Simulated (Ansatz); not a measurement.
The reference is BN in the wurtzite structure (space group P6_3mc, No. 186).

```
BN
1.0
    2.52320     0.00000     0.00000
   -1.26160     2.18516     0.00000
    0.00000     0.00000     4.17514
B N
2 2
Direct
  0.33333   0.66667   0.00030
  0.66667   0.33333   0.50030
  0.33333   0.66667   0.37470
  0.66667   0.33333   0.87470
```

Computed with Ansatz (an electronic-structure program) LDA, spin-orbit coupling left out.

Before the change:

The band gap is 4.93 eV. The valence-band top at Γ is 0.00, 0.00, -0.29 eV.

One thing is altered: every lattice vector is shortened by 1.20 %; the atoms relax in the strained cell.

Q: Estimate the effect on the band gap, energy relative to the base and valence-band top at Γ.

A: The band gap drops by 0.08 eV, from 4.93 eV to 4.85 eV; the energy grows by 9.6 meV/atom; the valence-band top at Γ (three highest levels, from the VBM) goes from 0.00, 0.00, -0.29 eV to 0.00, 0.00, -0.33 eV.

No phonon test of stability was made.
